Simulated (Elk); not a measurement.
Band structure of LaBr2 (P6_3/mmc, 6 atoms in the cell).

```xyz
6
Lattice="4.1294 0.0000 0.0000 -2.0647 3.5762 0.0000 0.0000 0.0000 15.2392" Properties=species:S:1:pos:R:3 pbc="T T T"
La     0.0000     0.0000    11.4294
La     0.0000     0.0000     3.8098
Br     0.0000     2.3841     1.8933
Br     2.0647     1.1921    13.3458
Br     2.0647     1.1921     9.5129
Br     0.0000     2.3841     5.7263
```

Method of the run: PBEsol, all-electron FP-LAPW, Elk's shipped species files, APW+lo basis with extra local orbitals (Elk).

Settings: xctype = 22; rgkmax = 7.5; stype = 0; swidth = 0.0001 Ha; ngridk = 5 5 2; gmaxvr = 18 1/bohr; lmaxapw = 10; lmaxo = 8; nxlo = 2; lorbcnd = true; lradstp = 2; nrmtscf = 2; lmaxi = 4.

The starting cell comes from a database of computed structures (which also holds hypothetical and non-ambient phases and stackings), without a prior relaxation at this level. Its lattice was rescaled by a random factor within 2.5 % of one. Values depend on the basis (sphere radii, cutoffs, local orbitals), which need not be converged.

Levels in eV from the Fermi level, bands 41 to 48:
```json
[
 {"point": "Γ", "41": "-3.98", "42": "-3.95", "43": "-3.95", "44": "-3.68", "45": "0.05", "46": "0.28", "47": "0.83", "48": "0.83"},
 {"point": "M", "41": "-4.23", "42": "-3.97", "43": "-3.92", "44": "-3.89", "45": "-0.13", "46": "-0.10", "47": "0.96", "48": "1.00"},
 {"point": "K", "41": "-4.29", "42": "-4.21", "43": "-4.21", "44": "-4.15", "45": "0.30", "46": "0.30", "47": "0.87", "48": "0.89"},
 {"point": "A", "41": "-3.97", "42": "-3.97", "43": "-3.96", "44": "-3.96", "45": "0.18", "46": "0.18", "47": "0.83", "48": "0.83"},
 {"point": "L", "41": "-4.07", "42": "-4.07", "43": "-3.93", "44": "-3.93", "45": "-0.11", "46": "-0.11", "47": "0.98", "48": "0.98"},
 {"point": "H", "41": "-4.21", "42": "-4.21", "43": "-4.18", "44": "-4.18", "45": "0.30", "46": "0.30", "47": "0.88", "48": "0.88"}
]
```

Bands cross the Fermi level along this path, so the cell is metallic at this level.
